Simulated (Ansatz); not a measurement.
We consider SiO2 (model structure, started from the 3R-MoS2 type, R3m, No. 160, 3 atoms in the cell), described by PBE-D3(BJ) (plane waves, PAW; Ansatz, a quantum-chemistry and plane-wave program).

Run with plane-wave cutoff 500 eV, 20×20×20 k mesh, Fermi–Dirac smearing 0.05 eV, scalar-relativistic PAW data made under PBE.

Cell (relaxed at this level):

```cif
data_O2Si
_chemical_formula_sum 'Si1 O2'
_space_group_name_H-M_alt 'P 1'
_space_group_IT_number 1
_cell_length_a 5.17583
_cell_length_b 5.17583
_cell_length_c 5.17583
_cell_angle_alpha 29.238
_cell_angle_beta 29.238
_cell_angle_gamma 29.238
loop_
_space_group_symop_operation_xyz
  'x, y, z'
loop_
_atom_site_label
_atom_site_type_symbol
_atom_site_fract_x
_atom_site_fract_y
_atom_site_fract_z
_atom_site_occupancy
Si1 Si 0.99998 0.99998 0.99998 1
O1 O 0.73971 0.73971 0.73971 1
O2 O 0.59360 0.59360 0.59360 1
```

Estimate the band gap that the calculation returns.


* **band gap**: 3.14 eV (on the SCF k mesh)

Note: the relaxation could raise the start's symmetry but not lower it, so the cell can be a saddle point.

The computed numbers hold no vibrational or temperature effects.

A model structure was made by putting elements into a prototype or built by hand; it is no filed structure, need not be a known phase, and can be a saddle point held by its symmetry.
